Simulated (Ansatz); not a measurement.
The reference is ZnCu in the CsCl type structure (space group Pm-3m, No. 221; a = 2.9085 Å; relaxed with 0.1 eV smearing). Axes: x, y, z lie along the cube axes.

Method: Kohn–Sham DFT with the PBEsol functional, run in Ansatz (a program for electronic structure) with PAW and 420 eV plane waves, spin-orbit coupling left out.

One thing is altered: a pure shear with ε_xy = ε_yx = 0.0114, atoms relaxed at fixed cell.

**Question.** Estimate the effect on the energy relative to the base and stress.

**Answer.** The energy increases by 2.0 meV/atom; the stress (xx, yy, zz, yz, xz, xy; compression positive) amounts to (0.1, 0.1, 0.1, 0.0, 0.0, -2.3) GPa.

The cells carry an imposed strain or load. Whether these cells are dynamically stable was not tested. The final runs are not spin-polarised.
